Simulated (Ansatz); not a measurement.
Start from CdSe in the zinc blende structure (space group F-43m, No. 216; a = 6.007 Å). Axes: x, y, z lie along the cube axes.

The values are results of LDA/PAW in Ansatz (a program for electronic structure), no spin-orbit coupling, not measurements.

The change: the cell is scaled by 0.9900 in all directions, atoms relaxed at fixed cell.

### Question
Predict the stress tensor and what it implies for the stiffness.

### Answer
Stress of the strained cell less that of the base (GPa, compression positive):
```
   1.88    0.00    0.00
   0.00    1.88    0.00
   0.00    0.00    1.88
```

Then B = −ΔP/(ΔV/V₀) with ΔV/V₀ = -0.0297 gives secant stiffness values (nonlinear terms included at this strain): B ≈ 63 GPa.

As a check, the harmonic strain energy −½ V₀ Δσ:ε is 4.8 meV/atom; the computed energy rise is 4.6 meV/atom.

Stability against distortions was not tested.
